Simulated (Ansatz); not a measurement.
Start from GaCuSe2 in the chalcopyrite structure (space group I-42d, No. 122; a = 5.608 Å, c = 11.098 Å). Axes: x, y, z lie along a, b, c of the conventional cell.

All numbers come from plane-wave PAW DFT at the r2SCAN level (Ansatz, a quantum-chemistry and plane-wave program, 500 eV), without spin-orbit coupling.

For the base:

```
Quantity                          Value
-----------------------------  --------
Band gap                        0.57 eV
Shortest interatomic distance  240.8 pm
```

Modification: a pure shear with ε_yz = ε_zy = 0.0288; the atoms relax in the strained cell.

### Question
How does this affect the band gap and shortest interatomic distance?

### Answer
The band gap drops by 0.094 eV to 0.47 eV; the shortest interatomic distance shrinks by 0.4 pm to 240.4 pm.

Stability against distortions was not tested. All final runs are without spin polarisation.
